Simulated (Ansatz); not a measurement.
Hypothetical rock salt GaAs, pressure series

Consider GaAs in the rock salt structure (space group Fm-3m, No. 225; a = 5.304 Å; a hypothetical phase, not in the database extracts checked).

Cell and atoms are relaxed at each pressure.

Calculations: Ansatz (an electronic-structure program) PBEsol, spin-orbit coupling left out, earlier PAW set.

```tsv
pressure (GPa)	volume per atom (Å³/atom)
-2	19.141
-1	18.886
0	18.650
0.3	18.583
0.7	18.495
1.5	18.327
3	?
5	17.679
7.5	17.280
```

Fit the third-order Birch–Murnaghan form P(V) = (3B₀/2)[(V₀/V)^(7/3) − (V₀/V)^(5/3)]·[1 + (3/4)(B₀′ − 4)((V₀/V)^(2/3) − 1)] (squares taken in P) to the rows shown and predict the withheld row.

Least squares on the printed values gives V₀ = 18.651 Å³/atom, B₀ = 82.2 GPa, B₀′ = 4.7; this predicts 18.032 Å³/atom, and the run gives 18.034 Å³/atom, 0.002 higher.

Load acts through the strain it causes; cell and atoms are relaxed under it. No phonon test of stability was made. Competing high-pressure phases were not computed. All final runs are without spin polarisation.
